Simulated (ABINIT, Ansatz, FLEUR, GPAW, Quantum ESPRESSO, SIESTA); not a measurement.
**Code comparison for Ti₃Be (P6_3/mmc, 8 atoms in the cell)**

Self-consistent single point.

```yaml
crystal:
  lattice:
    - [5.49730, 0.00000, 0.00000]
    - [-2.74865, 4.76081, 0.00000]
    - [0.00000, 0.00000, 4.44226]
  atoms:
    - { symbol: Ti, position: [0.34844, 0.17422, 0.75000] }
    - { symbol: Ti, position: [0.65156, 0.82578, 0.25000] }
    - { symbol: Ti, position: [0.17422, 0.34844, 0.25000] }
    - { symbol: Ti, position: [0.82578, 0.65156, 0.75000] }
    - { symbol: Ti, position: [0.82578, 0.17422, 0.75000] }
    - { symbol: Ti, position: [0.17422, 0.82578, 0.25000] }
    - { symbol: Be, position: [0.66667, 0.33333, 0.25000] }
    - { symbol: Be, position: [0.33333, 0.66667, 0.75000] }
```

All programs got the same cell, k-point mesh and kind of occupations (in Ansatz's words: kpoints.mp_grid.grid = 5 5 6; scf.occupations.method = gaussian; scf.occupations.width = 0.1 eV); potentials, basis and cutoffs are each program's usual ones.

```tsv
code	model	pressure (GPa)	largest force (eV/Å)	k-points	cutoff
SIESTA	LDA PW92, numerical atomic orbitals DZP, PseudoDojo LDA standard norm-conserving potentials (rewritten from UPF to PSML)	-7.49	0.015	78	grid 400 Ry
Quantum ESPRESSO	LDA (PZ), GBRV 1.5 ultrasoft (LDA) pseudopotentials	-5.04	0.026	20	50 Ry
FLEUR	LDA (Perdew-Zunger), all-electron FLAPW (FLEUR), scalar-relativistic valence	–	0.003	20	Kmax 4.3 1/bohr
Ansatz	LDA (PW92), PAW files made with PBE	-5.17	0.030	20	default
GPAW	LDA (Perdew-Wang 92), GPAW PAW datasets LDA (gpaw-data 1.0.1)	-4.88	0.020	20	800 eV
ABINIT	LDA (PW92), PAW (JTH v2.0 LDA PAW)	-5.02	0.030	20	30 Ha
```

A dash marks a value that a program does not give, or that is left out as unsure.

The spread over the programs that give each value: pressure within 2.61 GPa; largest force within 0.027 eV/Å.

The starting cell comes from a database of computed structures (which also holds hypothetical and non-ambient phases and stackings), without a prior relaxation at this level. Its lattice was rescaled by a random factor within 2.5 % of one. On Ansatz's run: Spin polarisation is off. In the base run, with a pressure of about -5 GPa the cell is away from its equilibrium volume at this level.

Task: Why do the programs differ, and what cannot be compared?

Result: Differences of this kind can come from the potentials, where these differ, and from what each basis and cutoff leave unconverged. The valence holds different numbers of electrons (SIESTA 80, Quantum ESPRESSO 80, FLEUR 76, Ansatz (an electronic-structure program) 76, GPAW 76, ABINIT 80). The zero of total energies and Fermi levels follows the potentials and each program's conventions, so they are not compared here. SIESTA uses small atom-centred bases, whose incompleteness enters pressures, forces and empty levels differently from a plane-wave cutoff. FLEUR treats all electrons, but the usual bases taken here (sphere radii, linearisation, local orbitals, empty states) were not tested for convergence, so the values are no reference for the others. Ansatz's pressure is given at a fixed set of plane waves, as the other plane-wave codes print theirs. The same LDA comes in different parametrisations, which differ slightly. The programs reduce the same mesh by symmetry to different extents, which changes the work and not the result. In the pressure, SIESTA (by 2.46) lies more than 1 GPa from the median of the plane-wave programs.

Left out of this page: Elk (unsound by tests on forces, stress, charge or solver warnings).

Keys are those of Ansatz 0.2.
